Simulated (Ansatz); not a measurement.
## bixbyite In2O3: the defect N_O

Method: PBE, PAW (plane waves to 420 eV; Ansatz, a program for electronic structure). The supercell holds 80 host sites (1×1×1 repeats of a cell of 80 atoms), with a 2×2×2 Γ-centred k-point sampling for the final energies. Site at the start: the O site. Charged cells carry a point-charge image correction with potential alignment at far atoms. Dielectric constants: PBE linear response of the host. Host gap at this level: 0.94 eV. These values are not converged in cell size to better than tenths of an eV. Levels are measured in PBE's own, too narrow, gap. Spin–orbit coupling is left out, which matters for these heavy elements. Each state is the lowest found from its start.

Charges with a result: +1, 0, −1. Others weren't obtained, and one of them could lie lower, also by skipping a charge.

```json
[
 {"charge": "+1", "moment (μB)": "2.0", "point group": "C1", "largest move off a lattice site (Å)": "0.15", "image correction with alignment (eV)": "0.14", "above the lowest spin state (eV)": "0.00"},
 {"charge": "+1†", "moment (μB)": "not spin-polarised", "point group": "–", "largest move off a lattice site (Å)": "0.05", "image correction with alignment (eV)": "0.11", "above the lowest spin state (eV)": "0.37"},
 {"charge": "0", "moment (μB)": "1.0", "point group": "C1", "largest move off a lattice site (Å)": "0.12", "image correction with alignment (eV)": "0.00", "above the lowest spin state (eV)": "0.00"},
 {"charge": "−1†", "moment (μB)": "not spin-polarised", "point group": "–", "largest move off a lattice site (Å)": "0.10", "image correction with alignment (eV)": "0.15", "above the lowest spin state (eV)": "0.00"}
]
```

† Not settled in this cell, so no level is given: charge −1: level within 0.1 eV of a band edge or past it.

Point groups are those of the whole cell at tolerances of 0.03 and 0.1 Å ("near" where only the looser one holds); none is given for unsettled states.

Transition levels above the valence-band maximum: ε(+1/0) = 0.26 eV. On the lower envelope of the bound states, inside the gap: (+1/0) at 0.26 eV.

Flagged in the runs: a host whose relaxation on this sampling wasn't shown to rest, host ions not shown at rest.

All states together cost roughly 4 core-hours.
